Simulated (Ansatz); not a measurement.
H2O on the 1x1 (111) surface of fcc Al, one in a 2x2 cell, started at the site 'bridge Al-Al (span 2.9 Å)'

Calculation: PBE (plane waves to 420 eV, PAW; Ansatz, a first-principles code).

Model: 19-atom slab, 7.0 Å thick at the start under the adsorbate (thin: gaps and levels are the slab's own), 6x6x1 mesh, Fermi-Dirac 0.1 eV, dipole correction, 8 atoms held, the rest relaxed; no symmetry held; no spin, no spin-orbit, no U, no dispersion correction. At the end it is bonded to Al. In PBE it is, or lies within 0.03 eV of, the lowest of the starts that converged.

```yaml
adsorption energy against H2O(g): -0.23 eV
work_function_of_the_top_face: 3.00 eV
change_of_the_work_function: -1.03 eV
change_of_the_step_from_the_bottom_to_the_top_vacuum_level_against_the_clean_slab: -1.05 eV
energy_released_by_relaxation: 1.21 eV
height of the binding atom over the mean of the host atoms within 0.3 Å of the top one: 4.386 bohr
nearest_host_atoms_of_the_binding_atom: Al at 2.20 Å, Al at 3.62 Å, Al at 3.63 Å
largest_move_of_a_host_atom: 0.16 Å
note: in the relaxation the adsorbate left its starting site by 1.3 Å
cost: roughly 5 core-minutes
```

A negative adsorption energy means that the adsorbate is more stable on the surface than in its reference.
